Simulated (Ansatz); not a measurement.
A relaxation of cell and atoms of SrNiO₃ (Cmmm, 5 atoms in the cell) with Ansatz (an electronic-structure program).

Level of theory: PBEsol, PAW files made with PBE (plane waves; Ansatz).

```
SrNiO3
1.0
    2.80681    -2.81455     0.00000
    2.80681     2.81455     0.00000
    0.00000     0.00000     3.97740
Sr Ni O
1 1 3
Direct
  0.50000   0.50000   0.50000
  0.00000   0.00000   0.00000
  0.00000   0.00000   0.50000
  0.50000   0.00000   0.00000
  0.00000   0.50000   0.00000
```
Moments meant for the start (each program seeds them in its own way; μB, in the order of the atoms Sr Ni O O O): 0.0 2.0 0.0 0.0 0.0.

Reference input (self-consistent single point, DFT, PBEsol, plane waves, PAW files made with PBE): basis.ecutwfc = 420 eV; kpoints.mp_grid.grid = 5 5 5; hamiltonian.xc = pbesol; hamiltonian.pseudopotentials = {kind: paw} (the program's default PAW files); magnetization.spin_polarized = true; scf.occupations.method = gaussian; scf.occupations.width = 0.1 eV. This run's input differs from it in these lines:

```diff
@@ -23,2 +23,4 @@
   occupations: { method: gaussian, width: 0.1 }
+relax:
+  cell: {}
 output:
```

Output (repeated stretches shortened):

```
   [... SCF lines of the steps left out ...]
relax step   1: F+E_penalty+E_count = -10979.54592157 eV  Δ(F+E_penalty+E_count) = +0.000e0 eV  max|allowed force component| = 3.061e-29 eV/Å  Δτ_max = 0.0000 Å  P = -17.385 GPa  Ω = 62.842 Å³  (18 SCF iters, dr2 threshold 1.00e-7 eV, accepted)
relax step   2: F+E_penalty+E_count = -10980.04172964 eV  Δ(F+E_penalty+E_count) = -4.958e-1 eV  max|allowed force component| = 1.597e-30 eV/Å  Δτ_max = 0.0000 Å  P = -6.621 GPa  Ω = 56.705 Å³  energy of the carried Pulay correction = +1.551e-2 eV  [...]
   [... lines left out ...]
relax step   7: F+E_penalty+E_count = -10980.09190651 eV  Δ(F+E_penalty+E_count) = -4.627e-4 eV  max|allowed force component| = 3.155e-30 eV/Å  Δτ_max = 0.0000 Å  P = +0.000 GPa  Ω = 54.090 Å³  energy of the carried Pulay correction = +3.334e-4 eV  [...]
relax step   8: F+E_penalty+E_count = -10980.09190652 eV  Δ(F+E_penalty+E_count) = -1.052e-8 eV  max|allowed force component| = 4.418e-30 eV/Å  Δτ_max = 0.0000 Å  P = -0.007 GPa  Ω = 54.090 Å³  stress off target by 7.57e-3 GPa  SCF on the basis [...]
basis re-selected at this cell: Δ(F+E_penalty+E_count) = -1.052e-8 eV, ΔP = -0.007 GPa vs the last step
the relaxation is at rest under the 8 symmetry operations that the run kept from its start: a minimum is not shown …
the relaxation's final electronic state is not compared with the one that a single-point calculation of its input finds at the relaxed geometry …
Magnetization: 1.0087 μB (23.5043 up, 22.4957 down)
   [... lines left out ...]
Absolute magnetization: 1.0355 μB (∫|ρ↑−ρ↓|, with the PAW one-centre terms)
Free energy (F): -10980.091907 eV
Fermi energy:    10.421317 eV
  cell:  # Å, volume = 54.0898 Å³
   [... lines left out ...]
  atoms:
    - { symbol: Sr, position: [0.5, 0.5, 0.49999999999999994] }
    - { symbol: Ni, position: [-4.591129461474706e-34, 1.7852436782609176e-34, -6.588873714519077e-83] }
    - { symbol: O, position: [-4.577785617034115e-34, 1.7984309040562425e-34, 0.49999999999999994] }
    - { symbol: O, position: [0.5, -4.168422526261969e-68, 2.1382117680737565e-50] }
    - { symbol: O, position: [-4.197904827683546e-68, 0.5, -4.276423536147513e-50] }
```

The run converged.  The full log also holds: “iter 9 did not close the SCF: its close was put off for a magnetic moment that had not settled (scf_convergence_deferred on its scf_iter line)”. The full log also holds: “iter 10 did not close the SCF: its close was put off for a magnetic moment that had not settled (scf_convergence_deferred on its scf_iter line)”.

Summary of the result:
- Free energy E − TS (on the zero of these files): -10980.0919 eV
- Fermi level (on the code's own zero): 10.42 eV
- Pressure: -0.01 GPa
- Size of the cell's spin moment: 1.01 μB
- Final cell: a = b = c = 3.782 Å, α = β = γ = 90.00°
- Final volume per atom: 10.82 Å³
- Relaxation steps: 8

The starting cell comes from a database of computed structures (which also holds hypothetical and non-ambient phases and stackings), without a prior relaxation at this level. Its lattice was rescaled by a random factor within 2.5 % of one. The moments shrank to a small part of their start, a low-spin state that need not be the lowest. The relaxation keeps the symmetry of its start, so its end need not be a minimum. Ansatz's pressure includes its estimate of the finite-basis (Pulay) stress.

Cost on one core of a shared machine: roughly 90 s.

Keys are those of Ansatz 0.2.
